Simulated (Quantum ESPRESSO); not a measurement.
Quantum ESPRESSO run on Ti (P6_3/mmc, 4 atoms in the cell): self-consistent single point.

Method of the run: PBEsol, PseudoDojo standard norm-conserving (PBESOL) pseudopotentials (plane waves; Quantum ESPRESSO 7.5).

```yaml
crystal:
  lattice:
    - [2.97545, 0.00000, 0.00000]
    - [-1.48772, 2.57681, 0.00000]
    - [0.00000, 0.00000, 9.57351]
  atoms:
    - { symbol: Ti, position: [0.00000, 0.00000, 0.00000] }
    - { symbol: Ti, position: [0.00000, 0.00000, 0.50000] }
    - { symbol: Ti, position: [0.33333, 0.66667, 0.25000] }
    - { symbol: Ti, position: [0.66667, 0.33333, 0.75000] }
```

Reference input (self-consistent single point, DFT, PBEsol, plane waves, PseudoDojo standard norm-conserving (PBESOL) pseudopotentials): ecutwfc = 85 Ry; occupations = smearing; smearing = marzari-vanderbilt; degauss = 0.0036749 Ry; potentials = {Ti: Ti.upf}; K_POINTS = automatic 10 10 3 0 0 0; conv_thr = 1e-10 Ry. This run's input differs from it in these lines:

```diff
@@ -14,4 +14,4 @@
     occupations = 'smearing',
-    smearing = 'marzari-vanderbilt',
-    degauss = 0.0036749,
+    smearing = 'gaussian',
+    degauss = 0.02205,
 /
```

Log, with long lists cut:

```
     Self-consistent Calculation

     iteration #  1     ecut=    85.00 Ry     beta= 0.70

     Threshold (ethr) on eigenvalues was too large:
     Diagonalizing with lowered threshold

     total energy              =    -474.32122828 Ry
     estimated scf accuracy    <       0.18076650 Ry

     iteration #  2     ecut=    85.00 Ry     beta= 0.70

     total energy              =    -474.33697317 Ry
     estimated scf accuracy    <       0.16254120 Ry

     iteration #  3     ecut=    85.00 Ry     beta= 0.70

     total energy              =    -474.28522720 Ry
     estimated scf accuracy    <       1.85036891 Ry

   [... 15 blocks of this kind left out ...]

     iteration # 19     ecut=    85.00 Ry     beta= 0.70

     total energy              =    -474.39056652 Ry
     estimated scf accuracy    <          6.6E-09 Ry

     iteration # 20     ecut=    85.00 Ry     beta= 0.70
     End of self-consistent calculation

     the Fermi energy is    12.3514 ev

!    total energy              =    -474.39056652 Ry
     estimated scf accuracy    <          5.2E-12 Ry
     smearing contrib. (-TS)   =      -0.02240997 Ry
     internal energy E=F+TS    =    -474.36815656 Ry

     convergence has been achieved in  20 iterations

     Forces acting on atoms (cartesian axes, Ry/au):

     atom    1 type  1   force =    -0.00000000    0.00000000    0.00000000
   [... zero for the other atoms too ...]

     Total force =     0.000000     Total SCF correction =     0.000000

          total   stress  (Ry/bohr**3)                   (kbar)     P=      -86.07
  -0.00057460  -0.00000000   0.00000000          -84.53       -0.00        0.00
  -0.00000000  -0.00057460   0.00000000           -0.00      -84.53        0.00
   0.00000000  -0.00000000  -0.00060609            0.00       -0.00      -89.16

   JOB DONE.
```

The run converged in 20 iterations. Against the reference run the free energy goes down by 38.0 meV/atom and the pressure goes from -8.80 to -8.61 GPa. The full log also holds: “c_bands:  2 eigenvalues not converged”.

The starting cell was generated: these elements placed on a structure prototype, without a prior relaxation; it need not be a known phase or ordering of this composition. Its lattice was rescaled by a random factor within 2.5 % of one. Spin polarisation is off. With a pressure of about -9 GPa the cell is away from its equilibrium volume at this level.

Cost on one core of a shared machine: roughly 3 min.
